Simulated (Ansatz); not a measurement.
## A computed series for HfO2: response to strain

Start from HfO2 in the fluorite structure (space group Fm-3m, No. 225; a = 5.098 Å).

Strains are applied to the cell and any free atomic positions relax.

Computed with PBE/PAW in Ansatz (an electronic-structure program), spin-orbit coupling left out.

Candidates:
(a) isotropic strain +2.00 %
(b) isotropic strain +2.50 %
(c) isotropic strain −2.50 %

Before the change:

- Band gap: 3.75 eV

Question: Order them by band gap, lowest first.

Answer: (b) isotropic strain +2.50 % (3.56 eV), (a) isotropic strain +2.00 % (3.60 eV), (c) isotropic strain −2.50 % (3.93 eV)

Spin-orbit coupling, missing from the scalar runs, can matter with Hf. Whether these cells are dynamically stable was not tested. This is not the structure that HfO2 has at room temperature and ambient pressure.
